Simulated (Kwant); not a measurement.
Kwant, Hückel tight-binding model, one pz orbital an atom, one spin, coherent transport at 0 K. Conductance is in e²/h.

Device: π system c1cc2ccc3cccc4ccc(c1)c2c34 between two chain leads. The π system is taken as planar. Atoms are numbered from 0 in the order of the SMILES. Site energies (eV, carbon 0): [0.0, 0.0, 0.0, 0.0, 0.0, 0.0, 0.0, 0.0, 0.0, 0.0, 0.0, 0.0, 0.0, 0.0, 0.0, 0.0]. Bonds (i, j, β in eV): (0,1,-3) (1,2,-3) (2,3,-3) (3,4,-3) (4,5,-3) (5,6,-3) (6,7,-3) (7,8,-3) (8,9,-3) (9,10,-3) (10,11,-3) (11,12,-3) (12,13,-3) (12,14,-3) (14,15,-3) (13,0,-3) (14,2,-3) (15,5,-3) (15,9,-3). Leads: chains of hopping −4.5 eV, joined by −0.9 eV to atoms 3 and 4.

Site energies and bond integrals are typed Hückel values.

Sweep values stay those of the base run.

One input was changed, with this effect: transmission at E = 0 0.0100 → 0.00040.

Task: Which change was it?
A. contacts moved from atoms [3, 4] to [1, 6]
B. contacts moved from atoms [3, 4] to [0, 6]
C. contacts moved from atoms [3, 4] to [3, 11]
D. contacts moved from atoms [3, 4] to [1, 10]
E. contacts moved from atoms [3, 4] to [0, 3]
F. contacts moved from atoms [3, 4] to [1, 4]

Result: E, contacts moved from atoms [3, 4] to [0, 3]
